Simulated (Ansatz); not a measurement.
## WS2 under a change: uniaxial stress, 2 GPa compression along x

Consider WS2 in the 2H-MoS2 type structure (space group P6_3/mmc, No. 194; a = 3.115 Å, c = 11.773 Å; layered, stacked along the Cartesian z axis). Axes: x lies along a and z along c of the hexagonal cell.

The change: uniaxial stress, 2 GPa compression along x; all other stress components relax to zero.

Calculations: Ansatz (a quantum-chemistry and plane-wave program), PBEsol-D3(BJ), PAW, cutoff 420 eV, no SOC, earlier PAW set. Settings: 12×12×3 k-points, 0.05 eV Fermi–Dirac smearing.

| quantity | base | changed | shift |
|---|---|---|---|
| space group | P6_3/mmc (No. 194) | Cmcm (No. 63) | – |
| energy relative to the base (free energy F) | 0 meV/atom | +0.7 meV/atom | +0.7 meV/atom |
| band gap | 0.66 eV | 0.65 eV | -0.01 eV |
| gap character | – | indirect, Γ → Σ₀–Γ (44 % along) | – |
| electron mass | 0.39 mₑ along c, 0.46 mₑ across (off the special points) | 0.44 mₑ along x, 0.47 mₑ along y, 0.38 mₑ along z (off the special points) | – |
| hole mass | 0.96 mₑ along c, 0.46 mₑ across (at Γ) | 0.50 mₑ along x, 0.45 mₑ along y, 0.93 mₑ along z (at Γ) | – |
| valence-band top at Γ (three highest levels, from the VBM) | 0.00, -1.26, -1.60 eV | 0.00, -1.27, -1.63 eV | – |
| strain response (xx, yy, zz) | – | (−0.73, +0.14, +0.09) % | – |
| secant Young's modulus along x | – | 270 GPa | – |
| mean lateral Poisson ratio | – | 0.16 | – |

Final structure:

```
WS2
1.0
    3.09205     0.00000     0.00000
   -1.54603     2.70136     0.00000
    0.00000     0.00000    11.78442
W S
2 4
Cartesian
  0.00000   1.80019   2.94611
  1.54603   0.90117   8.83832
  0.00000   1.80472   7.26265
  1.54603   0.89664   1.37044
  1.54603   0.89664   4.52178
  0.00000   1.80472  10.41399
```

Spin-orbit coupling, missing from the scalar runs, can matter with W. Effective masses come from finite differences of ±0.01 Å⁻¹. Stability under load was not tested beyond the relaxation. k-point labels follow each cell's own Brillouin zone.
